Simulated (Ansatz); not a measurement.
Amorphous Hf10Si10O31N6, 57 atoms at 5.74 g/cm³, one PBE-relaxed geometry, zone centre. Methods: PBE, scalar-relativistic without spin-orbit coupling (Ansatz, a program for electronic structure); r2SCAN, scalar-relativistic without spin-orbit coupling (Ansatz); HSE06, scalar-relativistic without spin-orbit coupling (Ansatz). Plane waves to 420 eV (r2SCAN 500 eV); exact exchange is cut at the cell's faces. At PBE the levels at the filled edge of the gap are localised (band-tail or defect states). All rungs ran without spin polarisation.

It comes from a melt-quench run on a machine-learned potential (CHGNet), relaxed afterwards by DFT. O and N atoms were pushed apart under 1.9 Å during the dynamics, to hinder bonds among them. The hot cell started wider than the set density and was brought back towards it in steps. It is the lowest in DFT energy of 2 quenches. It is a model cell: composition and starting density were chosen by hand, and all elements were melted together. No dispersion term was used. Its density started from a set value of 5.73 and ended at 5.74 g/cm³. The quench (nominally 300 K/ps over its main leg) was far faster than any real one, so the model tends to hold more defects than a real film. Values belong to this one cell and scatter from quench to quench. The volume was free in the relaxation, at fixed shape. Stress components on the final sampling reach 5.0 GPa. On a 2×2×2 Γ-centred mesh force components of up to 0.15 eV/Å stay, since the relaxation ran on the zone centre alone.

The relaxation ran on the zone centre alone. At PBE the level gap is 3.45 eV on a 2×2×2 Γ-centred mesh, and the spacing at the zone centre alone 3.50 eV.

Question: What zone-centre spacing does r2SCAN give, roughly?

Answer: 3.94 eV (+0.44 eV against PBE).

Question: What zone-centre spacing does HSE06 give, roughly?

Answer: 4.91 eV (+1.40 eV against PBE).

The highest filled and the lowest empty state spread over these numbers of atoms (participation numbers): PBE: 6.0 and 23.3; r2SCAN: 6.3 and 22.0; HSE06: 10.0 and 25.2.
